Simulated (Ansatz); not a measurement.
Take ZnSe in the zinc blende structure (space group F-43m, No. 216) as the base.

```
ZnSe
1.0
    0.00000     2.78375     2.78375
    2.78375     0.00000     2.78375
    2.78375     2.78375     0.00000
Zn Se
1 1
Direct
  0.00000   0.00000   0.00000
  0.25000   0.25000   0.25000
```

Cartesian axes are those of the cell as printed.

Level of theory: LDA/PAW in Ansatz (a quantum-chemistry and plane-wave program), no spin-orbit coupling.

One thing is altered: every lattice vector is shortened by 3.00 %; the atoms relax in the strained cell.

Problem. Predict the stress tensor and what it implies for the stiffness.

Solution. Stress of the strained cell less that of the base (GPa, compression positive):
```
   8.06    0.00    0.00
   0.00    8.06    0.00
   0.00    0.00    8.06
```

Then B = −ΔP/(ΔV/V₀) with ΔV/V₀ = -0.0873 gives secant stiffness values (nonlinear terms included at this strain): B ≈ 92 GPa.

As a check, the harmonic strain energy −½ V₀ Δσ:ε is 49 meV/atom; the computed energy rise is 44 meV/atom.

Stability against distortions was not tested.
